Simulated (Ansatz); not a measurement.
**What each level gives and costs: RbScS2O8 (P321, 12 atoms in the cell)**

Cell: a = 5.0657 Å, b = 5.0657 Å, c = 8.7790 Å, α = 90.00°, β = 90.00°, γ = 120.00°.

Program: Ansatz (an electronic-structure program), default PAW files made with PBE; each row names its functional.

Base settings: basis.ecutwfc = 420 eV; kpoints.mp_grid.grid = 4 4 2; hamiltonian.xc = hse06; hamiltonian.pseudopotentials = {kind: paw} (the program's default PAW files); scf.occupations.method = fixed.

Differences are taken from HSE06, a reference of convenience: it is no measurement, and no ranking of the functionals follows.

Core times come from one kind of shared machine and are given to one figure; runs under 30 s give none.

The starting cell comes from a database of computed structures (which also holds hypothetical and non-ambient phases and stackings), without a prior relaxation at this level. Its lattice was rescaled by a random factor within 2.5 % of one. In the base run, with a pressure of about -4 GPa the cell is away from its equilibrium volume at this level. Ansatz's pressure includes its estimate of the finite-basis (Pulay) stress.

```csv
level,gap on the mesh less reference (eV),pressure less reference (GPa),largest difference in the force on any atom (eV/Å),core time / reference (rough)
PBEsol,-2.041,2.03,0.945,–
PBE0,0.784,-0.07,0.017,1.0
HSE06,0.000,0.00,0.000,1
```

Keys are those of Ansatz 0.2.
